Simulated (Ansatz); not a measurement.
```
CaS
1.0
    0.00000     2.81317     2.81317
    2.81317     0.00000     2.81317
    2.81317     2.81317     0.00000
Ca S
1 1
Direct
  0.00000   0.00000   0.00000
  0.50000   0.50000   0.50000
```

No spin polarisation.

Method: PBE, PAW, 420 eV (Ansatz, a program for electronic structure; without spin-orbit coupling). k-mesh 10×10×10 (Γ-centred); smearing 0.05 eV (Fermi–Dirac).

Predict the pressure, hole mass and band gap.


- Pressure: 2.83 GPa
- Hole mass (degenerate bands, along [100]): 0.22, 1.2, 1.2 mₑ (at Γ)
- Band gap: 2.28 eV

The cells carry an imposed strain or load. Effective masses come from finite differences of ±0.01 Å⁻¹. Whether these cells are dynamically stable was not tested. The cell was made from CaS in the rock salt structure (space group Fm-3m, No. 225) by this change: isotropic strain −1.50 %.
